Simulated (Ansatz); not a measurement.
# A computed series for WSi2: pressure series

The parent structure is WSi$_{2}$ (space group I4/mmm, No. 139).

```yaml
crystal:
  lattice:
    - [-1.61472, 1.61472, 3.93387]
    - [1.61472, -1.61472, 3.93387]
    - [1.61472, 1.61472, -3.93387]
  atoms:
    - { symbol: W, position: [0.00000, 0.00000, 0.00000] }
    - { symbol: Si, position: [0.33458, 0.33458, 0.00000] }
    - { symbol: Si, position: [0.66542, 0.66542, 0.00000] }
```

Cell and atoms are relaxed at each pressure.

Computed with Ansatz (a program for electronic structure), PBE, PAW, cutoff 420 eV, without spin-orbit coupling, earlier PAW set.

Notes on the quantities. enthalpy: H = E + PV relative to the base's energy.

```
case              volume per atom       enthalpy
----------------  ---------------  -------------
base                     13.68 Å³              –
pressure −2 GPa          13.80 Å³  -0.17 eV/atom
pressure −1 GPa          13.74 Å³  -0.09 eV/atom
pressure 3 GPa           13.49 Å³  +0.25 eV/atom
pressure 7 GPa           13.27 Å³  +0.59 eV/atom
pressure 15 GPa          12.87 Å³  +1.24 eV/atom
pressure 30 GPa          12.27 Å³  +2.42 eV/atom
pressure 50 GPa          11.63 Å³  +3.91 eV/atom
pressure 75 GPa          11.01 Å³  +5.67 eV/atom
pressure 100 GPa                …  +7.35 eV/atom
```

Q: Some entries are withheld; estimate them.

A: 
- pressure 100 GPa, volume per atom: 10.52 Å³

Load acts through the strain it causes; cell and atoms are relaxed under it. No phonon test of stability was made. No other phases were tried under pressure. The final runs are not spin-polarised.
